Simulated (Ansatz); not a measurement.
The reference is GaN in the CsCl type structure (space group Pm-3m, No. 221; a = 2.743 Å; a hypothetical phase, not in the database extracts checked; relaxed with 0.1 eV smearing). Axes: x, y, z lie along the cube axes.

(Cell as relaxed with PBE.)

Levels (all Ansatz, a quantum-chemistry and plane-wave program, PAW): PBE (420 eV, no spin-orbit coupling); PBEsol (420 eV, no spin-orbit coupling).

Each level relaxes its own structure.

```
base                      PBE   PBEsol
-------------------  --------  -------
volume per atom      10.32 Å³  9.88 Å³
lattice parameter a   2.743 Å  2.703 Å
band gap                 zero     zero
```

The change: uniaxial strain ε_zz = +2.50 %, all other strain components held at zero; the atoms relax in the strained cell.

| quantity | PBE | PBEsol |
|---|---|---|
| energy relative to the base (free energy F) | +5.1 meV/atom | +5.5 meV/atom |
| pressure (mean of the normal stresses, compression positive) | -3.3 GPa | -3.8 GPa |
| shortest interatomic distance | 2.395 Å | 2.361 Å |

PBE's energy relative to the base lies 0.4 meV/atom below PBEsol's; PBE's pressure lies 0.5 GPa above PBEsol's; PBE's shortest interatomic distance lies 0.0346 Å above PBEsol's (1.5 %). Neither level is exact; PBEsol is the comparison here, not a measurement.

Whether these cells are dynamically stable was not tested. The final runs are not spin-polarised.
